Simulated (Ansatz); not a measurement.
The parent structure is La2O3 (space group P-3m1, No. 164; a = 3.940 Å, c = 6.188 Å). Axes: x lies along a and z along c of the hexagonal cell.

All numbers come from PBE/PAW in Ansatz (a quantum-chemistry and plane-wave program), spin-orbit coupling left out, earlier PAW set.

Modification: compressive biaxial strain of 2.31 % in the plane normal to [001], as in epitaxy on a mismatched substrate; the out-of-plane cell vector and the atoms relax.

**Question.** Estimate the effect on the in-plane stress.

**Answer.** The mean in-plane stress (compression positive) amounts to +5.6 GPa.

**Question.** Estimate the effect on the out-of-plane strain.

**Answer.** The out-of-plane strain amounts to +2.78 %.

Stability against distortions was not tested.
